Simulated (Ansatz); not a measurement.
**SiO2: energy against strain**

SiO2 (rutile, P4_2/mnm, 8.046 Å³/atom at rest, c along z) under an equal strain ε in the (001) plane with the normal axis free, as in a coherent film. PBE in Ansatz, a plane-wave DFT program (PAW, default set), 420 eV, 8×8×12 Γ-centred mesh, Fermi-Dirac smearing 0.05 eV; ions are relaxed within the symmetry of each cell.

Here s stands for strain and y for E less E0.

```csv
strain (%),E less E0 (meV/atom)
-1.20,3.51
-0.60,0.86
0.00,0.00
0.60,0.79
1.20,3.08
3.00,?
```

Using a parabola, estimate the missing y at s = 3.00 from the other rows, showing the fit.

Least squares gives y = 0.001 - 0.1550·s + 2.2877·s². Residuals (row less fit): 0.029, -0.058, -0.001, 0.058, -0.029; standard error 0.065 (degrees of freedom: 2). Twice the quadratic coefficient over the volume, 2 × 2.2877 meV × 10⁴ × 0.1602 / 8.046 Å³, is twice the biaxial elastic modulus of this plane = 911 ± 19 GPa. At the withheld row, y = 0.001 - 0.1550 × 3.0 + 2.2877 × 3.0² = 20.125 meV/atom. The calculation gives 17.69 meV/atom, 2.435 meV/atom below the prediction (13.8 % of the range of y in the table). The row lies outside the fitted rows, so this is an extrapolation. From the scatter of the fitted rows alone, a prediction at this place has a standard error of 0.418 meV/atom, so the miss is 5.8 times that.

One order more, fitted to all 11 runs of the series, follows each within 0.02, so the miss is the next term of a smooth law. SiO2 is here stishovite, a high-pressure form. Rows are the converged runs of the series near zero and its far end; series whose fitted rows scatter by over a few per cent of the range, as at a crossing or softening among them, aren't shown in this form. Most that stay on the fit to the last digits aren't either.
